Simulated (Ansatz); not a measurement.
SrC$_{2}$ (I4/mmm), PBEsol, rigid bands in Ansatz (a first-principles code): band gap 1.42 eV, N_c = 2.09e19 cm⁻³ and N_v = 2.83e20 cm⁻³ at 300 K, conductivity masses along z (a = (-2.02, 2.02, 3.37) Å; b = (2.02, -2.02, 3.37) Å; c = (2.02, 2.02, -3.37) Å) of 0.352 mₑ (electrons) and 1.79 mₑ (holes). Take k_BT = 0.02585 eV.

**Question.** Find the intrinsic carrier density and the intrinsic Fermi level.

**Answer.** n_i = √(N_c N_v) exp(−E_g/2k_BT) = 7.69e19 × exp(−27.46) = 9.1e7 cm⁻³. The level lies (k_BT/2) ln(N_v/N_c) = 34 meV from mid-gap (positive towards the conduction band). Each 0.1 eV added to the gap lowers n_i by a factor of 6.9.

**Question.** What thermal injection velocity √(2k_BT/πm) limits a ballistic channel along the direction named?

**Answer.** 9.07e6 cm/s for electrons and 4.02e6 cm/s for holes, a ratio of √(m_h/m_e) = 2.26, for dilute carriers.

**Question.** What built-in voltage has an abrupt junction with N_A = 1e17 and N_D = 1e18 cm⁻³, all dopants ionised?

**Answer.** V_bi = E_g/e − (k_BT/e) ln(N_c N_v/(N_A N_D)) = 1.42 − 0.02585 × 10.99 = 1.14 V. It follows the computed gap one for one.

Rigid, parabolic bands with the computed gap; masses take one relaxation time for all states. Spin-orbit coupling is left out; where it splits the top of the valence band, N_v and the p-type Seebeck coefficient come out somewhat high without it.

Formula and space group known from diffraction (Crystallography Open Database), not checked to be the room-temperature form: SrC2 (I4/mmm).
